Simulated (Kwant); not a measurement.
System: circular cavity between two wires in a Ge (holes) two-dimensional gas. Effective mass 0.06 mₑ, grid spacing 8.3 nm, hard walls, nominal width 100 nm (13 grid rows, so walls 116.2 nm apart), one parabolic valley, scattering region 820 nm long along x; energies count from the band bottom; Fermi energy swept from 0.00050137 to 0.0075206 eV. Cavity of radius 180 nm, straight part 0 nm, centre moved sideways by 0 nm.

Constants are typed, rounded textbook-type inputs, not results; the design itself was drawn at random and stands for no fabricated device.

Kwant, effective-mass tight-binding model on a square grid, one spin, coherent transport at 0 K. Conductance is in e²/h.

### Question
How many channels do the leads carry at E = 2.45, 3.27 meV?

### Answer
The hard-wall thresholds are n² ħ²π²/(2mW²) = n² × 0.464 meV with W = 116.2 nm. √(2.45/0.464) = 2.30, so 2. √(3.27/0.464) = 2.66, so 2.
